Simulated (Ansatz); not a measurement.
## SiO2: response to strain

Base system: SiO2 (space group P3_221, No. 154; a = 5.022 Å, c = 5.510 Å).

Strains are applied to the cell and any free atomic positions relax.

Level of theory: plane-wave PAW DFT at the PBE level (Ansatz, a program for electronic structure, 420 eV), without spin-orbit coupling.

Notes on the quantities. energy relative to the base: free energy F.

```tsv
change	width of the top valence band	energy relative to the base	band gap	shortest interatomic distance
base	0.57 eV	0 meV/atom	5.68 eV	1.626 Å
isotropic strain −3.00 %	0.54 eV	+12 meV/atom	5.93 eV	1.621 Å
isotropic strain −2.25 %	0.55 eV	+6.8 meV/atom	5.86 eV	1.623 Å
isotropic strain −1.50 %	0.56 eV	+2.9 meV/atom	5.80 eV	1.624 Å
isotropic strain −0.75 %	0.56 eV	+0.7 meV/atom	5.74 eV	1.625 Å
```

Stability against distortions was not tested.
